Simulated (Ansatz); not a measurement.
The starting structures come from a database of crystals and need not be the phases stable at ambient conditions.

 Where the default PAW files enter, the runs use the earlier of Ansatz's two default sets.

By PBEsol, the system below comes out a metal.

Without scattering a metal conducts by its projected Fermi surface.

```
Ta
1.0
    2.94992     0.00000     0.00000
    0.00000     2.94992     0.00000
    1.47496    -1.47496     2.08590
Ta
1
Direct
  0.00000   0.00000   0.00000
```

Space group of this cell: Fm-3m, fcc (Cu type). The cell is taken as given; by PBEsol its mean pressure is 0.7 GPa.

The current flows along the normal of the first two printed cell vectors, the (001) plane of the conventional cell. No spin-orbit coupling; the value is a mean over 0.1 eV about the Fermi level.

Problem. Give the ballistic conductance per area that Ansatz (a program for electronic structure) with PBEsol yields.

Solution. 1.5 × 10¹⁵ S/m² for both spins.
